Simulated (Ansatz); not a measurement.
Partial pair distribution functions of a relaxed model of amorphous Al28O42H, broadened by 0.06 Å; density 3.08 g/cm³. Calculation: PBE, scalar-relativistic without spin-orbit coupling (plane waves to 420 eV, PAW; Ansatz, a first-principles code). The usual formal charges leave 1 electrons over, so the level spacing at the Fermi energy parts defect or band states and needn't be the band gap. In the spin-polarised cell the level spacing at the Fermi energy can part levels of unlike spin.

The cell was made by melting and quenching with the CHGNet potential and then relaxed with DFT. O atoms were pushed apart under 1.9 Å during the dynamics, to hinder bonds among them. The hot cell started wider than the set density and was brought back towards it in steps. It is the lowest in DFT energy of 2 quenches. It is a model cell: composition and starting density were chosen by hand, and all elements were melted together. No dispersion term was used. Its density started from a set value of 3.08 and ended at 3.08 g/cm³. The quench (nominally 460 K/ps over its main leg) was far faster than any real one, so the model tends to hold more defects than a real film. A cell of this size samples the disorder only roughly. The volume was held where the preparation left it, at a PBE pressure of 0.2 GPa. Stress components on the final sampling reach 2.6 GPa. On a 2×2×2 Γ-centred mesh force components of up to 0.30 eV/Å stay, since the relaxation ran on the zone centre alone. Cycles of charging lowered its energy after that relaxation.

| r (Å) | g Al-O | g Al-Al | g O-O |
|---|---|---|---|
| 1.55 | 0.02 | 0.00 | 0.00 |
| 1.65 | 0.72 | 0.00 | 0.00 |
| 1.75 | 5.61 | 0.00 | 0.00 |
| 1.85 | 8.09 | 0.00 | 0.00 |
| 1.95 | 3.64 | 0.00 | 0.00 |
| 2.05 | 1.02 | 0.00 | 0.00 |
| 2.15 | 0.31 | 0.00 | 0.00 |
| 2.25 | 0.05 | 0.00 | 0.05 |
| 2.35 | 0.01 | 0.00 | 0.56 |
| 2.45 | 0.08 | 0.09 | 1.48 |
| 2.55 | 0.16 | 0.35 | 1.99 |
| 2.65 | 0.20 | 0.99 | 2.02 |
| 2.75 | 0.23 | 1.49 | 2.36 |
| 2.85 | 0.36 | 0.89 | 2.39 |
| 2.95 | 0.31 | 1.57 | 2.22 |
| 3.05 | 0.52 | 2.65 | 1.78 |
| 3.15 | 0.72 | 3.19 | 1.47 |
| 3.25 | 0.82 | 2.78 | 1.15 |
| 3.35 | 0.96 | 1.78 | 0.74 |
| 3.45 | 1.13 | 1.61 | 0.62 |
| 3.55 | 1.23 | 1.02 | 0.57 |
| 3.65 | 1.17 | 0.59 | 0.71 |
| 3.75 | 0.98 | 0.62 | 0.70 |
| 3.85 | 1.10 | 0.45 | 0.56 |
| 3.95 | 1.23 | 0.60 | 0.50 |
| 4.05 | 1.47 | 0.59 | 0.62 |
| 4.15 | 1.43 | 0.74 | 0.64 |
| 4.25 | 1.29 | 0.53 | 0.64 |
| 4.35 | 1.37 | 0.62 | 0.62 |
| 4.45 | 1.38 | 0.91 | 0.80 |
| 4.55 | 1.31 | 0.79 | 1.02 |

Within 2.28 Å each Al has 4.57 O neighbours on average.
